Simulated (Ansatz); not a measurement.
In a (10,0) BN nanotube, the lowest empty band has its minimum at Γ and lies 0.025 eV higher 0.0452 Å⁻¹ away along the axis.

Calculation: PBE (plane waves to 420 eV, PAW; Ansatz, a first-principles code). Mesh 1×1×8. No spin polarisation. It repeats along c; a and b span vacuum. An idealised model, rolled from the flat sheet. Symmetry and one short period hold its shape; lower forms weren't sought.

Problem. Estimate the electron mass along the axis.

Solution. For a parabola ΔE = ħ²Δk²/2m, and ħ²/2mₑ = 3.810 eV Å². So m/mₑ = 3.810 × 0.0452²/0.025 = 0.31. The curvature over a step a third as long gives 0.32; the band is close to a parabola here.
